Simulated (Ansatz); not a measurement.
The starting structures come from a database of crystals and need not be the phases stable at ambient conditions.

Tunnelling through a barrier is set by its complex band structure: the current falls as exp(−2κd) with the smallest κ.

Consider the following.

```yaml
crystal:
  lattice:
    - [3.21959, 0.00000, 0.00000]
    - [0.00000, 4.76734, 0.00000]
    - [0.00000, 0.00000, 10.31504]
  atoms:
    - { symbol: Sc, position: [0.75000, 0.57244, 0.35573] }
    - { symbol: Sc, position: [0.25000, 0.42756, 0.64427] }
    - { symbol: Sc, position: [0.25000, 0.07244, 0.14427] }
    - { symbol: Sc, position: [0.75000, 0.92756, 0.85573] }
    - { symbol: H, position: [0.75000, 0.88602, 0.59253] }
    - { symbol: H, position: [0.25000, 0.11398, 0.40747] }
    - { symbol: H, position: [0.25000, 0.38602, 0.90747] }
    - { symbol: H, position: [0.75000, 0.61398, 0.09253] }
    - { symbol: O, position: [0.75000, 0.18143, 0.69414] }
    - { symbol: O, position: [0.25000, 0.81857, 0.30586] }
    - { symbol: O, position: [0.25000, 0.68143, 0.80586] }
    - { symbol: O, position: [0.75000, 0.31857, 0.19414] }
    - { symbol: O, position: [0.75000, 0.69101, 0.55975] }
    - { symbol: O, position: [0.25000, 0.30899, 0.44025] }
    - { symbol: O, position: [0.25000, 0.19101, 0.94025] }
    - { symbol: O, position: [0.75000, 0.80899, 0.05975] }
```

Space group of this cell: Pnma. The cell is taken as given; by r2SCAN its mean pressure is -1.1 GPa.

Transport runs along the normal of the first two printed cell vectors.

No gap correction and no spin-orbit coupling; mid-gap values are interpolated between computed energies.

Task: Estimate the band gap and the smallest decay constant κ at mid-gap that r2SCAN in Ansatz (a first-principles code) returns for this system.

Result: Gap 5.18 eV on a 10×6×4 mesh; κ = 0.468 1/Å, at the zone centre.
